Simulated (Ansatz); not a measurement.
Base system: Ti in the hcp (Mg type) structure (space group P6_3/mmc, No. 194; a = 2.902 Å, c = 4.593 Å; relaxed with 0.1 eV smearing). Axes: x lies along a and z along c of the hexagonal cell.

Computed with PBEsol (Ansatz, a quantum-chemistry and plane-wave program, PAW, scalar-relativistic without spin-orbit coupling).

Strains are applied to the cell and any free atomic positions relax.

One change was made to it. Results:

| quantity | base | after |
|---|---|---|
| shortest interatomic distance | 5.372 bohr | 5.332 bohr |
| pressure (mean of the normal stresses, compression positive) | 0.0 GPa | 1.8 GPa |
| energy relative to the base (free energy F) | 0 meV/atom | +2.0 meV/atom |

Q: Name the change that was made.
A) uniaxial strain ε_xx = +3.00 %
B) uniaxial strain ε_xx = −0.50 %
C) uniaxial strain ε_xx = −1.50 %

A: C, uniaxial strain ε_xx = −1.50 %. For comparison, the energy relative to the base in the other runs: uniaxial strain ε_xx = −0.50 % gives +0.2 meV/atom; uniaxial strain ε_xx = +3.00 % gives +7.4 meV/atom.

Whether these cells are dynamically stable was not tested. The final runs are not spin-polarised.
